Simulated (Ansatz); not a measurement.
Data:

```
Hf
1.0
    3.17111     0.00000     0.00000
    1.58555     2.74626     0.00000
    0.00000     0.00000     5.07647
Hf
2
Direct
  0.33333   0.33333   0.75000
  0.66667   0.66667   0.25000
```

No spin polarisation.

The values are results of r2SCAN in Ansatz (plane waves to 500 eV, PAW, scalar-relativistic without spin-orbit coupling), not measurements. Settings: 21×21×12 k-points, 0.1 eV Fermi–Dirac smearing.

### Question
Predict the band gap, space group and in-plane stress.

### Answer
Band gap: zero
Space group: P6_3/mmc (No. 194)
Mean in-plane stress (compression positive): +1.9 GPa

The cells carry an imposed strain or load. Whether these cells are dynamically stable was not tested. The final runs are not spin-polarised. The cell was made from Hf in the hcp (Mg type) structure (space group P6_3/mmc, No. 194) by this change: biaxial strain −0.85 %, plane normal [001], relaxed out of plane.

Ansatz is a program for electronic structure.
